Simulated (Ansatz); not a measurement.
Response to strain in Nb

Take Nb in the bcc (W type) structure (space group Im-3m, No. 229; a = 3.311 Å; relaxed with 0.1 eV smearing) as the base.

Strains are applied to the cell and any free atomic positions relax.

Computed with PBE, PAW, 420 eV (Ansatz, a quantum-chemistry and plane-wave program; no spin-orbit coupling).

Notes on the quantities. energy relative to the base: free energy F.

| change | energy relative to the base | volume per atom |
|---|---|---|
| base | 0 meV/atom | 18.16 Å³ |
| isotropic strain −3.00 % | +84 meV/atom | 16.57 Å³ |
| isotropic strain −2.50 % | +58 meV/atom | 16.83 Å³ |
| isotropic strain −1.50 % | +20 meV/atom | 17.35 Å³ |
| isotropic strain +0.50 % | +2.1 meV/atom | 18.43 Å³ |
| isotropic strain +1.00 % | +8.4 meV/atom | 18.71 Å³ |
| isotropic strain +1.50 % | +19 meV/atom | 18.99 Å³ |
| isotropic strain +2.00 % | +33 meV/atom | 19.27 Å³ |
| isotropic strain +2.50 % | +50 meV/atom | 19.55 Å³ |
| isotropic strain +3.00 % | ? | 19.84 Å³ |

Problem. Complete the table.

Solution. 
- isotropic strain +3.00 %, energy relative to the base: +72 meV/atom

No phonon test of stability was made. All final runs are without spin polarisation.
